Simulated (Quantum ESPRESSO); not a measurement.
A self-consistent single point of BiN (P1, 4 atoms in the cell) with Quantum ESPRESSO.

Method: LDA (PW92), PseudoDojo standard norm-conserving (LDA) pseudopotentials (plane waves; Quantum ESPRESSO).

The change in words: lattice scaled by 0.98. Reference geometry:
```xyz
4
Lattice="3.6137 0.0000 0.0000 0.3459 3.6443 0.0000 0.0768 -0.0019 5.3178" Properties=species:S:1:pos:R:3 pbc="T T T"
Bi     2.7342     3.2926     5.1114
Bi     0.5219     1.2805     2.4448
N      2.8748     3.4595     2.9018
N      0.3427     1.0883     0.2356
```

Reference input (self-consistent single point, DFT, LDA (PW92), plane waves, PseudoDojo standard norm-conserving (LDA) pseudopotentials): ecutwfc = 85 Ry; occupations = smearing; smearing = fermi-dirac; degauss = 0.0036749 Ry; potentials = {Bi: Bi.upf, N: N.upf}; K_POINTS = automatic 5 5 3 0 0 0; conv_thr = 1e-11 Ry; mixing_beta = 0.3. This run's input differs from it in these lines:

```diff
@@ -25,5 +25,5 @@
 CELL_PARAMETERS angstrom
-   3.6137450000     0.0000000000     0.0000000000
-   0.3459240000     3.6442880000     0.0000000000
-   0.0767980000    -0.0019190000     5.3177620000
+   3.5414700000     0.0000000000     0.0000000000
+   0.3390060000     3.5714020000     0.0000000000
+   0.0752620000    -0.0018810000     5.2114070000
 ATOMIC_POSITIONS crystal
```

Log, with long lists cut:

```
     Self-consistent Calculation

     iteration #  1     ecut=    85.00 Ry     beta= 0.30

     total energy              =    -367.64528463 Ry
     estimated scf accuracy    <       1.46290502 Ry

     iteration #  2     ecut=    85.00 Ry     beta= 0.30

     total energy              =    -367.96079587 Ry
     estimated scf accuracy    <       0.04167312 Ry

     iteration #  3     ecut=    85.00 Ry     beta= 0.30

     total energy              =    -367.96118918 Ry
     estimated scf accuracy    <       0.01279347 Ry

   [... 9 blocks of this kind left out ...]

     iteration # 13     ecut=    85.00 Ry     beta= 0.30

     total energy              =    -367.96290396 Ry
     estimated scf accuracy    <          5.7E-11 Ry

     iteration # 14     ecut=    85.00 Ry     beta= 0.30
     End of self-consistent calculation

     the Fermi energy is    13.6896 ev

!    total energy              =    -367.96290396 Ry
     estimated scf accuracy    <          2.8E-12 Ry
     smearing contrib. (-TS)   =      -0.00000006 Ry
     internal energy E=F+TS    =    -367.96290391 Ry

     convergence has been achieved in  14 iterations

     Forces acting on atoms (cartesian axes, Ry/au):

     atom    1 type  1   force =    -0.01987761   -0.02232722    0.01672583
     atom    2 type  1   force =     0.02292822    0.02031069    0.01526616
     atom    3 type  2   force =    -0.01503812   -0.01046280   -0.01593482
     atom    4 type  2   force =     0.01198751    0.01247933   -0.01605716

     Total force =     0.059089     Total SCF correction =     0.000010

          total   stress  (Ry/bohr**3)                   (kbar)     P=       91.75
   0.00065689  -0.00000808  -0.00002859           96.63       -1.19       -4.21
  -0.00000808   0.00061681  -0.00000109           -1.19       90.74       -0.16
  -0.00002859  -0.00000109   0.00059733           -4.21       -0.16       87.87

   JOB DONE.
```

The run converged in 14 iterations. Against the reference run the free energy rises by 30.1 meV/atom, the pressure goes from 0.64 to 9.17 GPa, the largest force goes from 0.301 to 0.881 eV/Å and the gap on the mesh goes from 1.158 to 1.183 eV.

The starting cell comes from a database of computed structures (which also holds hypothetical and non-ambient phases and stackings), without a prior relaxation at this level. Its lattice was rescaled by a random factor within 2.5 % of one. For this run, on top of that: lattice scaled by 0.98. Spin-orbit coupling is off. With a pressure of about 9 GPa the cell is away from its equilibrium volume at this level.

Cost on one core of a shared machine: roughly 80 s.
